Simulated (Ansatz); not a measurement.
Base system: WB (space group I4_1/amd, No. 141; a = 3.120 Å, c = 16.860 Å).

Levels (all Ansatz, an electronic-structure program, PAW): PBEsol (420 eV, spin-orbit coupling left out); PBEsol+SOC (420 eV, noncollinear with spin-orbit coupling).

The geometry is relaxed with PBEsol.

| Quantity | Value |
|---|---|
| PBEsol pressure | 0.0 GPa |

How does going to PBEsol+SOC change the pressure?

The pressure goes from zero to -0.4 GPa.

Single points use the geometry relaxed with PBEsol. Differences between runs with and without spin-orbit coupling are approximate. Stability against distortions was not tested. The runs without spin-orbit coupling are not spin-polarised.
